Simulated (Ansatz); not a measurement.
Take BeTe in the rock salt structure (space group Fm-3m, No. 225; a = 5.302 Å; a hypothetical phase, not in the database extracts checked) as the base.

One thing is altered: cell and atoms relaxed at a pressure of 100 GPa.

Levels (all Ansatz, a program for electronic structure, PAW, earlier PAW set): PBEsol (420 eV, without spin-orbit coupling); r2SCAN (500 eV, no SOC).

The geometry is relaxed with PBEsol.

```
Property            Result
---------------  ---------
PBEsol pressure  100.0 GPa
```

### Question
Predict the pressure from r2SCAN.

### Answer
The pressure goes up by 7.8 GPa, from 100.0 GPa to 107.8 GPa.

Single points use the geometry relaxed with PBEsol. Their cutoffs differ, which shifts pressures a little. Load acts through the strain it causes; cell and atoms are relaxed under it. Stability against distortions was not tested. Competing high-pressure phases were not computed. All final runs are without spin polarisation.
